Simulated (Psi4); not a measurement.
Psi4 1.11, B3LYP/def2-svp, scf_type pk: octasulfur (S1SSSSSSS1), 8 atoms. The geometry is a generated start, not checked to be a minimum at this level.

```
Property                                          Value
-----------------------  ------------------------------
task                                             energy
method                                            b3lyp
basis                                          def2-svp
memory                                             7 GB
e_convergence                                     1e-08
d_convergence                                     1e-07
guess                    auto, which took SAD (default)
diis_max_vecs                              10 (default)
scf_initial_accelerator                 adiis (default)
dft_radial_points                          75 (default)
dft_spherical_points                      302 (default)
basis functions                                     144
grid points                                      159447
```

```xyz
8

S      1.7547    -1.7865     0.1067
S      1.5272    -0.0421     1.1404
S      1.9163     1.6169     0.0217
S      0.1183     2.0699    -0.9745
S     -1.3595     1.7761     0.4159
S     -2.3704     0.1061    -0.2437
S     -1.5305    -1.6443     0.4424
S     -0.0560    -2.0961    -0.9090
```
Charge 0, spin multiplicity 1.

The reference run uses exact four-centre integrals (scf_type = pk). Single runs; times are not shown.

Settings tried, all else as in the reference:
- scf_type = direct, screening = density, ints_tolerance = 1e-05
- scf_type = direct, screening = csam (default), ints_tolerance = 1e-07
- scf_type = direct, screening = density, ints_tolerance = 1e-09
- scf_type = direct, screening = density, ints_tolerance = 1e-07
- scf_type = direct, screening = csam (default), ints_tolerance = 1e-05
- scf_type = direct, screening = csam (default), ints_tolerance = 1e-09

Question: Which of these stay within 1.0 meV/atom in energy of the reference run?

Answer: Within it: scf_type = direct, screening = csam (default), ints_tolerance = 1e-09; scf_type = direct, screening = density, ints_tolerance = 1e-09; scf_type = direct, screening = density, ints_tolerance = 1e-07; scf_type = direct, screening = csam (default), ints_tolerance = 1e-07; scf_type = direct, screening = density, ints_tolerance = 1e-05; scf_type = direct, screening = csam (default), ints_tolerance = 1e-05. No setting lies outside.

```
setting                                                                energy against the reference
---------------------------------------------------------------------  ----------------------------
scf_type = direct, screening = csam (default), ints_tolerance = 1e-09          under 0.001 meV/atom
scf_type = direct, screening = density, ints_tolerance = 1e-09                 under 0.001 meV/atom
scf_type = direct, screening = density, ints_tolerance = 1e-07                      −0.011 meV/atom
scf_type = direct, screening = csam (default), ints_tolerance = 1e-07               −0.016 meV/atom
scf_type = direct, screening = density, ints_tolerance = 1e-05                       −0.24 meV/atom
scf_type = direct, screening = csam (default), ints_tolerance = 1e-05                +0.38 meV/atom
```

Total energies are compared; such shifts often cancel in part in energy differences. The tolerance is a choice made for this comparison.
